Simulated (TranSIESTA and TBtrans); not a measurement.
Junction: Ag chain with one C atom inserted. Leads: straight Ag chain, spacing 2.517 Å. Geometry: 3 atoms about the centre moved by SIESTA (PBE, DZP) to a largest force of 0.03 eV/Å, all others as built, motion along the axis alone. Transport runs along z; the first 6 and the last 6 of the 19 atoms are the lead cells, repeated to infinity.

```xyz
19
Lattice="9.000 0.000 0.000 0.000 9.000 0.000 0.000 0.000 46.739" Properties=species:S:1:pos:R:3 pbc="F F T"
Ag     4.500     4.500     0.000
Ag     4.500     4.500     2.517
Ag     4.500     4.500     5.034
Ag     4.500     4.500     7.551
Ag     4.500     4.500    10.068
Ag     4.500     4.500    12.585
Ag     4.500     4.500    15.102
Ag     4.500     4.500    17.619
Ag     4.500     4.500    20.170
C      4.500     4.500    22.111
Ag     4.500     4.500    24.050
Ag     4.500     4.500    26.603
Ag     4.500     4.500    29.120
Ag     4.500     4.500    31.637
Ag     4.500     4.500    34.154
Ag     4.500     4.500    36.671
Ag     4.500     4.500    39.188
Ag     4.500     4.500    41.705
Ag     4.500     4.500    44.222
```

Run with TranSIESTA and TBtrans (open boundaries, self-consistent; PseudoDojo norm-conserving potentials, scalar-relativistic): PAO.BasisSize DZP, PAO.EnergyShift 0.15 eV, XC.Authors PBE, Mesh.Cutoff 200 Ry, ElectronicTemperature 300 K, TS.Voltage 0.0 eV, TBT.Elecs.Eta 0.001 eV, no spin polarisation.

Energies count from the leads' Fermi level. Transmissions are for one spin of a degenerate pair. The energy step is 0.01 eV; narrower resonances are cut or missed.

| E (eV) | T |
|---|---|
| -0.20 | 0.750 |
| -0.15 | 0.735 |
| -0.10 | 0.719 |
| -0.05 | 0.702 |
| 0.00 | 0.684 |
| 0.05 | 0.665 |
| 0.10 | 0.646 |
| 0.15 | 0.627 |
| 0.20 | 0.608 |

Question: Give the zero-bias conductance in μS and the resistance at 300 K.

Answer: At the Fermi level T = 0.684. Averaged with −∂f/∂E over the full grid (kT = 25.9 meV) it is 0.683. With G0 = 2e²/h = 77.48 μS, G = 52.9 μS and R = 1/G = 18.9 kΩ.

Question: Estimate the thermopower by Mott's formula S = −(π²/3)(kB²T/e) d ln T/dE from the rows at -0.05 and 0.05 eV.

Answer: d ln T/dE = -0.541 eV⁻¹ and (π²/3) kB²T/e = 7.33 μV/K · eV, so S = 4.0 μV/K; the full integral gives 3.9 μV/K. A positive sign means that T falls with energy over the thermal window.

Question: The eigenchannels at the Fermi level transmit 0.684. What Fano factor of the shot noise follows at low temperature and bias?

Answer: F = Σ τ(1 − τ)/Σ τ = 0.216/0.684 = 0.32.

The straight chain is held at its spacing; free chains may zigzag or dimerise. No spin-polarised start was tried, so a magnetic state, if there is one, is missed.
